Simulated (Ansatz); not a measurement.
Cubic perovskite BaZrO₃ was calculated with HSE06 (Ansatz, a program for electronic structure, plane waves, PAW).

Settings: plane-wave cutoff 460 eV, 6×6×6 k mesh, Fermi–Dirac smearing 0.01 eV, scalar-relativistic PAW data made under PBE.

The cell has the measured lattice: a = b = c = 4.191 Å, α = β = γ = 90.00°.

Task: Estimate the band gap and smallest direct gap on the k points sampled that the calculation returns.

Result: 
- band gap: 4.72 eV (on the SCF k mesh)
- smallest direct gap on the k points sampled: 4.99 eV

Measured, for comparison: band gap 5.3 eV (temperature not stated, no zero-point or thermal correction, first of three measured values (5.3, 4.86, 4.8), our sources range from 4.86 to 5.30; as tabulated in Lindman et al. (2015), arXiv:1503.06612).

Note: cell and atoms aren't relaxed at this level.

Spin–orbit coupling is not included.

Computing time: around 2.3 core-minutes (rough).
